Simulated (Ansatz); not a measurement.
The parent structure is WC (space group P-6m2, No. 187; a = 2.8987 Å, c = 2.8280 Å).

Calculations: PBEsol (Ansatz, an electronic-structure program; PAW; 420 eV plane waves; no SOC), earlier PAW set.

Before the change:

| Quantity | Result |
|---|---|
| Volume per atom | 10.29 Å³ |
| c/a ratio | 0.976 |

Now apply this change: every W is replaced by Ru; the structure is relaxed again.

Tabulated Pauling electronegativity and covalent radius: W 2.36, 1.62 Å; Ru 2.20, 1.46 Å.

Q: What happens to the volume per atom?

A: The volume per atom shrinks by 0.65 Å³, from 10.29 Å³ to 9.64 Å³.

Q: What happens to the c/a ratio?

A: The c/a ratio shrinks by 0.059 to 0.917.

Stability against distortions was not tested. As relaxed here, RuC is a hypothetical phase, not in the database extracts checked. All final runs are without spin polarisation.
